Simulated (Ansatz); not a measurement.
Base system: Rh in the fcc (Cu type) structure (space group Fm-3m, No. 225; a = 3.802 Å; relaxed with 0.1 eV smearing). Axes: x, y, z lie along the cube axes.

Computed with plane-wave PAW DFT at the r2SCAN level (Ansatz, an electronic-structure program, 500 eV), no spin-orbit coupling.

Base values:

```
Property    Value
--------  -------
Pressure  0.0 GPa
```

The change: compressive biaxial strain of 2.50 % in the plane normal to [001], as in epitaxy on a mismatched substrate; the out-of-plane cell vector and the atoms relax.

Q: How does this affect the out-of-plane strain, energy relative to the base and pressure?

A: The out-of-plane strain comes out as +2.30 %; the energy increases by 27 meV/atom; the pressure (mean of the normal stresses, compression positive) goes from zero to 8.8 GPa.

Whether these cells are dynamically stable was not tested. The final runs are not spin-polarised.
